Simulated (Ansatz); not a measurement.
# A computed series for hypothetical zinc blende CsBr: element substitutions

The parent structure is CsBr in the zinc blende structure (space group F-43m, No. 216; a = 8.193 Å; a hypothetical phase, not in the database extracts checked).

Each row replaces one element on all its sites; cell and atoms are relaxed.

All numbers come from PBE in Ansatz (plane waves to 420 eV, PAW, no SOC).

Question: Only one of these has no band gap. Which?
(A) Cs → Rb
(B) Cs → La
(C) Cs → K
(D) Br → Cl

Answer: B, Cs → La. Computed: Cs → K: 4.24 eV; Cs → La: zero; Cs → Rb: 4.05 eV; Br → Cl: 4.33 eV

Whether these cells are dynamically stable was not tested. As relaxed here, KBr, LaBr, RbBr and CsCl are hypothetical phases, not in the database extracts checked. The final runs are not spin-polarised. A zero or small gap of LaBr can be the functional's error rather than a property of the material.

Ansatz is a first-principles code.
